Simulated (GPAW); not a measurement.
# Pressure against volume in wurtzite CdS (space group 186) (GPAW, PBEsol)

```xyz
4
Lattice="4.0198 0.0000 0.0000 -2.0099 3.4812 0.0000 0.0000 0.0000 6.5249" Properties=species:S:1:pos:R:3 pbc="T T T"
Cd     0.0000     2.3208     0.0000
Cd     2.0099     1.1604     3.2624
S      0.0000     2.3208     2.4599
S      2.0099     1.1604     5.7223
```

Level of theory: PBEsol, GPAW PAW datasets PBEsol (made by gpaw-setup) (plane waves; GPAW). Settings: mode = pw; ecut = 585 eV; xc = PBEsol; kpts = 9 9 5; mesh shift (steps) = 0 0 0; occupations.name = fermi-dirac; occupations.width = 0.01 eV; nbands = -6; convergence.density = 1e-05 e/electron; convergence.energy = 1e-05 eV/electron; convergence.bands = -4; symmetry.symmorphic = false; symmetry.tolerance = 0.0005; maxiter = 100. The cell above is the first row's. The rows scale it uniformly. In all rows fractional positions and the k mesh are held.

| V (Å^3/atom) | P (GPa) |
|---|---|
| 22.827 | 5.58 |
| 23.323 | 3.80 |
| 23.820 | 2.21 |
| 24.316 | 0.78 |
| 24.812 | -0.48 |
| 25.308 | -1.61 |
| 25.805 | -2.62 |
| 26.301 | -3.53 |
| 26.797 | ? |

The 8 complete rows are fitted with a cubic, P against V. With u = V - 24.6, the rows have u = -1.7730, -1.2770, -0.7800, -0.2840, 0.2120, 0.7080, 1.2050, 1.7010. Least squares gives P = 0.043 - 2.5300·u + 0.2930·u² - 0.02355·u³. Residuals (row less fit): -0.001, -0.001, 0.004, -0.006, 0.000, 0.000, 0.001, -0.001; standard error 0.004 (degrees of freedom: 4). The fitted pressure is zero at V0 = 24.62, where dP/dV = -2.520, so B0 = -V0·dP/dV = 62.0 GPa.

Question: Predict the withheld P at V = 26.797 from the fit, and compare with the calculation.

Answer: u = 2.1970, so P = 0.043 - 2.5300 × 2.1970 + 0.2930 × 2.1970² - 0.02355 × 2.1970³ = -4.351 GPa. The calculation gives -4.33 GPa, 0.021 GPa above the prediction (0.2 % of the range of P in the table). The row lies outside the fitted rows, so this is an extrapolation. From the scatter of the fitted rows alone, a prediction at this place has a standard error of 0.010 GPa, so the miss is 2.1 times that.

Carrying the step between the two nearest rows on in a straight line would have given -4.44, off by 0.11; series whose last step already gives the withheld value aren't shown. The scan was laid around a cell of about the measured size, scaled by a guess for this functional; axis ratios and inner coordinates come from that cell. The runs keep the symmetry of the cell, so they don't test it for distortions. The shape of the cell and the inner coordinates aren't relaxed, so V0 and B0 belong to this uniform scaling; a relaxed crystal lies no higher in energy and is usually softer. Cutoffs and mesh are single choices, not tested for convergence of this quantity. Series with a scatter that would blur these digits, or in which a gap closes, are not shown.
